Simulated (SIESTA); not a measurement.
**Variants of one calculation on Co₂O₃F (C2/m, 12 atoms in the cell)**

```xyz
12
Lattice="4.4480 -3.0423 0.0000 4.4480 3.0423 0.0000 -4.0206 0.0000 4.4317" Properties=species:S:1:pos:R:3 pbc="T T T"
Co     3.6255     0.0000     1.2520
Co     1.2498     0.0000     3.1797
Co    -2.0103     0.0000     2.2159
Co     0.0000     0.0000     0.0000
O     -0.1516     0.0000     1.9033
O      5.0269     0.0000     2.5284
O      2.4377    -1.2250     2.2159
O      2.4377     1.2250     2.2159
O      4.4480    -1.1947     0.0000
O      4.4480     1.1947     0.0000
F     -1.9471     0.0000     4.2650
F      6.8225     0.0000     0.1667
```
Moments meant for the start (each program seeds them in its own way; μB, in the order of the atoms Co Co Co Co O O O O O O F F): 3.0 3.0 3.0 3.0 0.0 0.0 0.0 0.0 0.0 0.0 0.0 0.0.

Base run A: LDA PW92, numerical atomic orbitals DZP, PseudoDojo LDA standard norm-conserving potentials (rewritten from UPF to PSML) in SIESTA, self-consistent single point.

Its settings: XC.functional = LDA; XC.authors = PW92; potentials = PseudoDojo LDA standard; PAO.BasisSize = DZP; PAO.EnergyShift = 0.005 Ry; MeshCutoff = 300 Ry; kgrid.MonkhorstPack = 6 6 6; OccupationFunction = FD; ElectronicTemperature = 100 meV; Spin = polarized; MaxSCFIterations = 150; SCF.Mixer.Method = Pulay; SCF.Mixer.Weight = 0.1; SCF.Mixer.History = 6; SCF.DM.Tolerance = 1.0E-05.

The starting cell comes from a database of computed structures (which also holds hypothetical and non-ambient phases and stackings), without a prior relaxation at this level. The magnetic order is the one reached from the typed start; others were not searched systematically. Values carry the incompleteness of an atom-centred basis. In the base run, with a pressure of about -25 GPa the cell is away from its equilibrium volume at this level. In the base run, forces exceed 1 eV/Å.

ΔF is the free energy per atom less that of run A. A dash stands where there is no value to compare (another energy zero or no entropy term, no result, no spin, no clean gap, or a mesh too coarse for one). 

Run A gave: pressure (GPa) -25.07; largest force (eV/Å) 1.119; size of the net moment (μB/atom) 0.38; ending converged.

Runs:
- B: ElectronicTemperature: 100 meV → 300 meV
- C: SCF.DM.Tolerance: 1.0E-05 → default; SCF.DM.Converge: default → false; SCF.H.Converge: default → false; SCF.FreeE.Converge: default → true; SCF.FreeE.Tolerance: default → 1.0E-04 eV
- D: Diag.Algorithm: default → expert
- E: MaxSCFIterations: 150 → 300; SCF.Mixer.Weight: 0.1 → 0.01
- F: PAO.EnergyShift: 0.005 Ry → 0.02 Ry

Question: What does run F change against A?

Answer: The run ended unconverged after 150 iterations.

Question: What does run B change against A?

Answer: The free energy goes down by 117 meV/atom, the pressure goes from -25.07 to -22.91 GPa, the largest force goes from 1.119 to 1.001 eV/Å and the size of the net moment goes from 0.38 to 0.14 μB/atom.

Question: What does run C change against A?

Answer: The free energy stays essentially unchanged (within 1 meV/atom), the pressure moves little (-25.07 to -25.11 GPa), the largest force goes from 1.119 to 1.100 eV/Å and the size of the net moment stays at 0.38 μB/atom.

| run | ΔF (meV/atom) | pressure (GPa) | largest force (eV/Å) | size of the net moment (μB/atom) | ending |
|---|---|---|---|---|---|
| A | 0.00 | -25.07 | 1.119 | 0.38 | converged |
| B | -116.8 | -22.91 | 1.001 | 0.14 | converged |
| C | 0.04 | -25.11 | 1.100 | 0.38 | converged |
| D | 0.00 | -25.07 | 1.119 | 0.37 | converged |
| E | 0.00 | -25.07 | 1.119 | 0.38 | converged |
| F | – | – | – | – | not converged |
